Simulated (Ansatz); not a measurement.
Reference: LiH (Fm-3m), PBEsol, rigid bands (plane waves, PAW, scalar-relativistic; Ansatz, a quantum-chemistry and plane-wave program); axes and stresses refer to this cell.

```
LiH
1.0
    0.00000     1.98996     1.98996
    1.98996     0.00000     1.98996
    1.98996     1.98996     0.00000
Li H
1 1
Direct
  0.00000   0.00000   0.00000
  0.50000   0.50000   0.50000
```

The Seebeck coefficient, p-type 1e19 cm⁻³ is 413 μV/K and the electron conductivity mass comes out as 0.28 mₑ. The Seebeck coefficient, n-type 1e19 cm⁻³ is -298 μV/K.

Q: Change: functional r2SCAN on the same cell. What happens to Seebeck coefficient, p-type 1e19 cm⁻³, electron conductivity mass, Seebeck coefficient, n-type 1e19 cm⁻³?

A: Seebeck coefficient, p-type 1e19 cm⁻³ rises to 431 μV/K; electron conductivity mass goes up to 0.31 mₑ; Seebeck coefficient, n-type 1e19 cm⁻³ moves little, to -302 μV/K.

Masses are for dilute carriers at 300 K, harmonic means over directions unless an axis is named. Seebeck coefficients are for the stated density at 300 K, with one relaxation time for all states and whether or not that doping can be reached. Spin-orbit coupling is left out unless a row names it.
